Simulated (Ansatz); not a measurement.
## A computed series for LiF: pressure series

The reference is LiF in the rock salt structure (space group Fm-3m, No. 225; a = 4.0679 Å).

Cell and atoms are relaxed at each pressure.

Method: PBE in Ansatz (plane waves to 420 eV, PAW, scalar-relativistic without spin-orbit coupling).

| change | electron mass | band gap | lattice parameter a |
|---|---|---|---|
| base | 0.86 mₑ (at Γ) | 8.83 eV | 4.068 Å |
| pressure −2 GPa | 0.85 mₑ (at Γ) | 8.56 eV | 4.111 Å |
| pressure −1 GPa | 0.86 mₑ (at Γ) | 8.70 eV | 4.089 Å |
| pressure 0.9 GPa | 0.87 mₑ (at Γ) | 8.94 eV | 4.051 Å |
| pressure 2.1 GPa | 0.88 mₑ (at Γ) | 9.08 eV | 4.029 Å |
| pressure 4.5 GPa | 0.90 mₑ (at Γ) | 9.35 eV | 3.989 Å |
| pressure 15 GPa | 0.98 mₑ (at Γ) | 10.35 eV | 3.857 Å |
| pressure 22.5 GPa | ? | ? | ? |
| pressure 30 GPa | 1.1 mₑ (at Γ) | 11.46 eV | 3.730 Å |

**Question.** Fill in the withheld entries from the trend.

**Answer.** 
- pressure 22.5 GPa, electron mass: 1.0 mₑ (at Γ)
- pressure 22.5 GPa, band gap: 10.93 eV
- pressure 22.5 GPa, lattice parameter a: 3.787 Å

Load acts through the strain it causes; cell and atoms are relaxed under it. Effective masses come from finite differences of ±0.01 Å⁻¹. No phonon test of stability was made. No other phases were tried under pressure.

Ansatz is a first-principles code.
